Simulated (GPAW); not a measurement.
A self-consistent single point of AlCr6Si (Pm-3, 8 atoms in the cell) with GPAW.

Computed with LDA (Perdew-Wang 92), GPAW PAW datasets LDA (gpaw-data 1.0.1) (plane waves; GPAW).

```
CELL_PARAMETERS angstrom
      4.43801     0.00000     0.00000
      0.00000     4.43801     0.00000
      0.00000     0.00000     4.43801
ATOMIC_POSITIONS crystal
  Al 0.50000 0.50000 0.50000
  Cr 0.00000 0.50000 0.75452
  Cr 0.00000 0.50000 0.24548
  Cr 0.75452 0.00000 0.50000
  Cr 0.24548 0.00000 0.50000
  Cr 0.50000 0.75452 0.00000
  Cr 0.50000 0.24548 0.00000
  Si 0.00000 0.00000 0.00000
```

Reference input (self-consistent single point, DFT LDA (Perdew-Wang 92), plane waves, GPAW PAW datasets LDA (gpaw-data 1.0.1)): mode = pw; ecut = 800 eV; xc = LDA; kpts = 5 5 5; mesh shift (steps) = 0 0 0; occupations.name = methfessel-paxton; occupations.width = 0.1 eV; occupations.order = 0; nbands = -12; convergence.density = 1e-05 e/electron; convergence.energy = 1e-05 eV/electron; symmetry.symmorphic = false. This run's input differs from it in these lines:

```diff
@@ -18,3 +18,3 @@
 
-calc = GPAW(mode=PW(800),
+calc = GPAW(mode=PW(320),
             xc='LDA',
```

Output (repeated stretches shortened):

```
     iter     time        total  log10-change:
                         energy   eigst   dens
iter:   1 --:--:--   -86.612894
iter:   2 --:--:--   -84.916338   +0.29  -0.82
iter:   3 --:--:--   -88.090301   -0.21  -0.82
iter:   4 --:--:--   -75.060817   +0.72  -0.77
iter:   5 --:--:--   -83.620403   +0.37  -1.44
   [... 21 lines left out ...]
iter:  27 --:--:--   -75.020569   -3.08  -2.90
iter:  28 --:--:--   -75.018626   -2.71  -2.73
iter:  29 --:--:--   -75.018012   -3.82  -3.14
iter:  30 --:--:--   -75.018188   -3.90  -3.79
iter:  31 --:--:--   -75.018335c  -4.21  -3.30
iter:  32 --:--:--   -75.018109c  -3.58  -3.16
iter:  33 --:--:--   -75.018109c  -4.03  -3.80
iter:  34 --:--:--   -75.018124c  -4.44  -4.00
iter:  35 --:--:--   -75.018124c  -4.47  -3.89
   [... 27 lines left out ...]
iter:  63 --:--:--   -75.018161c  -6.62  -4.76
iter:  64 --:--:--   -75.018161c  -6.87  -4.67
iter:  65 --:--:--   -75.018161c  -6.95  -4.62
iter:  66 --:--:--   -75.018161c  -6.62  -4.72
iter:  67 --:--:--   -75.018161c  -7.04  -5.31c
iter:  68 --:--:--   -75.018161c  -7.19  -5.41c
iter:  69 --:--:--   -75.018161c  -7.29  -5.35c
iter:  70 --:--:--   -75.018161c  -7.40  -5.41c
iter:  71 --:--:--   -75.018161c  -7.44c -5.46c
Converged after 71 iterations.

Dipole moment: (0.000000, -0.000000, -0.000000) |e|*Ang

Energy contributions relative to reference atoms: (reference = -185597.234661)

Kinetic:         -8.426452
Potential:      -10.930216
External:        +0.000000
XC:             -57.022491
Entropy (-ST):   -0.026480
Local:           +1.374238
SIC:             +0.000000
--------------------------
Free energy:    -75.031401
Extrapolated:   -75.018161

Showing only first 2 kpts
 Kpt  Band  Eigenvalues  Occupancy
  0    19     10.54577    2.00000
  0    20     12.55206    0.00000
  0    21     12.55206    0.00000
  0    22     12.55206    0.00000

  1    19     10.70488    2.00000
  1    20     12.20484    0.00000
  1    21     12.44596    0.00000
  1    22     12.45279    0.00000

Fermi level: 11.61262

No gap
   [... lines left out ...]
  2 Cr   -0.00000    0.00000   -0.09124
  3 Cr    0.09124    0.00000    0.00000
  4 Cr   -0.09124    0.00000    0.00000
  5 Cr    0.00000    0.09124    0.00000
  6 Cr    0.00000   -0.09124    0.00000
  7 Si    0.00000    0.00000    0.00000

Stress tensor:
    -0.013985     0.000000     0.000000
     0.000000    -0.013985     0.000000
     0.000000     0.000000    -0.013985
Stress (GPa, Voigt): [-2.2407 -2.2407 -2.2407  0.      0.      0.    ]
```

The run converged in 71 iterations. GPAW prints stress with tension positive. Against the reference run the free energy goes up by 83.3 meV/atom, the pressure goes from 3.66 to 2.24 GPa and the largest force goes from 0.112 to 0.091 eV/Å.

The starting cell comes from a database of computed structures (which also holds hypothetical and non-ambient phases and stackings), without a prior relaxation at this level. Its lattice was rescaled by a random factor within 2.5 % of one. Spin polarisation is off.

Cost on one core of a shared machine: roughly 50 s.
